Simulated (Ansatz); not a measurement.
**The (111)A surface of zinc-blende GaP, Ga-terminated, H on every top atom (bottom of the slab: 3 H on 4 bottom sites)**

Calculation: PBE (plane waves to 420 eV, PAW; Ansatz, a program for electronic structure).

Model: 39-atom slab, 13.4 Å thick at the start with caps and adatoms (thin: gaps and levels are the slab's own), 3x3x1 mesh, Fermi-Dirac 0.025 eV, dipole correction, 8 atoms held, the rest relaxed; start symmetry kept, larger cells not searched; spin-polarised, no spin-orbit, no U. The slab shows no gap over 0.04 eV on its mesh. The starting moment vanished. It is one candidate, not shown to be the stable structure of the face.

- work function of the top face: 6.29 eV
- energy released by relaxation: 0.51 eV
- cost: roughly 30 core-minutes
